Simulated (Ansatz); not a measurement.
Results of PBEsol in Ansatz (plane waves, PAW) for Mo₃Ir (Pm-3n, No. 223, 8 atoms in the cell; start mp-1120).

Settings: plane-wave cutoff 520 eV, 12×12×12 k mesh, Fermi–Dirac smearing 0.05 eV, no spin polarisation, scalar-relativistic PAW data made under PBE.

Cell (relaxed at this level):

```yaml
crystal:
  lattice:
    - [4.94023, 0.00000, 0.00000]
    - [0.00000, 4.94023, 0.00000]
    - [0.00000, 0.00000, 4.94023]
  atoms:
    - { symbol: Mo, position: [0.50000, 0.25000, 0.00000] }
    - { symbol: Mo, position: [0.50000, 0.75000, 0.00000] }
    - { symbol: Mo, position: [0.25000, 0.00000, 0.50000] }
    - { symbol: Mo, position: [0.75000, 0.00000, 0.50000] }
    - { symbol: Mo, position: [0.00000, 0.50000, 0.25000] }
    - { symbol: Mo, position: [0.00000, 0.50000, 0.75000] }
    - { symbol: Ir, position: [0.50000, 0.50000, 0.50000] }
    - { symbol: Ir, position: [0.00000, 0.00000, 0.00000] }
```

Q: Give the computed bulk modulus.

A: 
* **bulk modulus**: 305 GPa

Note: the run has no spin polarisation, so it can have missed a magnetic state; the bulk modulus is −V dP/dV from two relaxed cells at ±2 % in volume; the relaxation could not lower the start's symmetry, so the cell can be a saddle point above a distorted one.

Spin–orbit coupling is not included.

Static lattice: no zero-point or thermal effects.

A start named mp-… is a Materials Project structure, which need not be a measured phase.

Ansatz is a program for electronic structure.
